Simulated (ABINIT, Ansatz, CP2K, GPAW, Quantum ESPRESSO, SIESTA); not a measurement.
**One structure in several programs: Hg₃Ge (P6_3/mmc, 8 atoms in the cell)**

Self-consistent single point.

```
Hg3Ge
1.0
    6.47046     0.00000     0.00000
   -3.23523     5.60358     0.00000
    0.00000     0.00000     5.24724
Ge Hg
2 6
Cartesian
  3.23523   1.86786   1.31181
  0.00000   3.73572   3.93543
  1.63677   0.94499   3.93543
  1.59846   4.65859   1.31181
  0.00000   1.88998   1.31181
  3.23523   3.71361   3.93543
  4.83369   0.94499   3.93543
 -1.59846   4.65859   1.31181
```

All programs got the same cell, k-point mesh and kind of occupations (in Ansatz's words: kpoints.mp_grid.grid = 3 3 4; scf.occupations.method = gaussian; scf.occupations.width = 0.1 eV); potentials, basis and cutoffs are each program's usual ones.

```csv
code,model,pressure (GPa),largest force (eV/Å),k-points,cutoff
ABINIT,"LDA (PW92), PAW (JTH v2.0 LDA PAW)",-6.42,0.033,9,21 Ha
Quantum ESPRESSO,"LDA (PZ), GBRV 1.5 ultrasoft (LDA) pseudopotentials",-6.25,0.038,9,50 Ry
GPAW,"LDA (Perdew-Wang 92), GPAW PAW datasets LDA (gpaw-data 1.0.1)",-6.09,0.042,9,550 eV
Ansatz,"LDA (PW92), PAW files made with PBE",-6.26,0.036,9,default
SIESTA,"LDA PW92, numerical atomic orbitals DZP, PseudoDojo LDA standard norm-conserving potentials (rewritten from UPF to PSML)",-14.47,0.085,20,grid 400 Ry
CP2K,"LDA (Pade form), GPW, DZVP-MOLOPT-SR-GTH basis, GTH-PADE potentials (GTH_POTENTIALS)",-5.71,0.025,19,grid 500 Ry
```

The spread over the programs that give each value: pressure within 8.76 GPa; largest force within 0.060 eV/Å.

The starting cell comes from a database of computed structures (which also holds hypothetical and non-ambient phases and stackings), without a prior relaxation at this level. On Ansatz's run: Spin-orbit coupling is off. In the base run, with a pressure of about -6 GPa the cell is away from its equilibrium volume at this level.

Why do the programs differ, and what cannot be compared?

Differences of this kind can come from the potentials, where these differ, and from what each basis and cutoff leave unconverged. The valence holds different numbers of electrons (ABINIT 100, Quantum ESPRESSO 100, GPAW 116, Ansatz (a quantum-chemistry and plane-wave program) 148, SIESTA 148, CP2K 80). The zero of total energies and Fermi levels follows the potentials and each program's conventions, so they are not compared here. SIESTA and CP2K use small atom-centred bases, whose incompleteness enters pressures, forces and empty levels differently from a plane-wave cutoff. Ansatz's pressure is given at a fixed set of plane waves, as the other plane-wave codes print theirs; with its correction for the finite basis it is -6.22 GPa. The same LDA comes in different parametrisations, which differ slightly. The programs reduce the same mesh by symmetry to different extents, which changes the work and not the result. In the pressure, SIESTA (by 8.22) lies more than 1 GPa from the median of the plane-wave programs. In the force vectors, SIESTA (by 0.122) lies more than 0.08 eV/Å from the median of the plane-wave programs.

Left out of this page: Elk and FLEUR (not drawn, or without a comparable value).

Keys are those of Ansatz 0.2.
